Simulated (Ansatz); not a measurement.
An Ansatz (a quantum-chemistry and plane-wave program) run: Rh with a change (pressure −2 GPa); plane-wave PAW DFT at the PBEsol level (Ansatz, 420 eV), without spin-orbit coupling.

Input:

Ansatz 0.2 input:
```yaml
crystal:
  lattice:
    - [0, 1.8921626197, 1.8921626197]
    - [1.8921626197, 0, 1.8921626197]
    - [1.8921626197, 1.8921626197, 0]
  atoms:
    - { symbol: Rh, position: [0, 0, 0] }
basis: { ecutwfc: 420, ecutrho_ratio: 4, xc_grid: 2, fft_grid_basis: typed }
kpoints: { mp_grid: { grid: [21, 21, 21] } }
hamiltonian:
  xc: pbesol
  dispersion: none
  pseudopotentials: { kind: paw }
scf: { occupations: { method: fermi_dirac, width: 0.05 } }
relax: { f_tol: 0.01, max_steps: 60, cell: { stress_tol: 0.02, p_target: -2.0 } }
output: { forces: true, stress: true }
checkpoint: { write: state.ck, write_every: 1000 }
```

Output (explanatory and most iteration lines left out):

```
Relaxation: its limit of steps is 60 (relax.max_steps)
Pseudopotential: Rh, paw, valence charge 17
Crystal: 1 atoms, lattice volume = 13.549 Å³
Basis set: ecut = 420 eV, 259 PW (Γ), exchange–correlation on 36×36×36 points (8 copies of the dense FFT grid, shifted against one another)
Bands: 13, of which v1, the nominal top of the filled ones, is band 9 counted from 1 (8 counted from 0)
Symmetry: 48 space group operations
Space group: Fm-3m (ITA 225), of the structure as read, at distance tolerance 2.4e-5 Å
k-points: 286 of 9261
Functional: x = pbesol(κ = 0.804, μ = 0.12345679012345678), c = pbesol(β = 0.046)
SCF iter   1: F=—  HF=-6338.754669 eV  |F-HF|=—  |Δ(HF+E_count)|=         —  Δρ=9.93e-3  dr2=1.08e-2  ethr=1.77e-3  ⟨swp⟩=5.1  Hψ=20796  notcnv=0
SCF iter   2: F=—  HF=-6338.751647 eV  |F-HF|=—  |Δ(HF+E_count)|=   3.02e-3  Δρ=3.81e-3  dr2=1.12e-3  ethr=6.38e-5  ⟨swp⟩=2.7  Hψ=9037  notcnv=0
SCF 1 converged in 6 iterations: F = -6338.751311 eV  dr2 = 6.31e-10
relax step   1: F+E_penalty+E_count = -6338.75131113 eV  Δ(F+E_penalty+E_count) = +0.000e0 eV  max|allowed force component| = 0.000e0 eV/Å  Δτ_max = 0.0000 Å  P = -1.005 GPa  Ω = 13.549 Å³  (6 SCF iters, dr2 threshold 1.00e-7 eV, accepted)
[... steps on the carried basis left out ...]
relax step   4: F+E_penalty+E_count = -6338.75086701 eV  Δ(F+E_penalty+E_count) = -2.776e-5 eV  max|allowed force component| = 0.000e0 eV/Å  Δτ_max = 0.0000 Å  P = -2.006 GPa  Ω = 13.596 Å³  stress off target by 5.64e-3 GPa  SCF on the basis re-selected at this cell (its energy is not comparable with the rows above)  (5 SCF iters)
SCF converged after 5 iterations
Free energy (F): -6338.750867 eV
Internal energy: -6338.740799 eV  (E = F + TS)
E sigma→0 (E₀):  -6338.745833 eV
Entropy (-TS):   -0.010068 eV (-10.068 meV/atom)
Fermi energy:    22.561117 eV
--- Forces (eV/Å), atoms counted from 1 ---
  atom   1  Rh     0.00000000     0.00000000     0.00000000
--- Stress (GPa, compression-positive) ---
       -2.005645      -0.000000      -0.000000
       -0.000000      -2.005645      -0.000000
       -0.000000      -0.000000      -2.005645
  P = ⅓ Tr σ = -2.0056 GPa (-20.056 kbar)
--- Relaxed structure (3 steps of the walk, 3 accepted, 1 SCFs on fresh bases) ---
  cell:  # Å, volume = 13.5961 Å³
    - [-3.82152902467169e-35, 1.8943558412998667, 1.8943558412998667]
    - [1.8943558412998667, 5.859677837829928e-34, 1.8943558412998667]
    - [1.8943558412998667, 1.8943558412998667, -6.369215041119491e-35]
  atoms:
    - { symbol: Rh, position: [0.0, 0.0, 0.0] }
```

Load acts through the strain it causes; cell and atoms are relaxed under it. Whether these cells are dynamically stable was not tested. All final runs are without spin polarisation. The cell was made from Rh in the fcc (Cu type) structure (space group Fm-3m, No. 225) by this change: pressure −2 GPa.
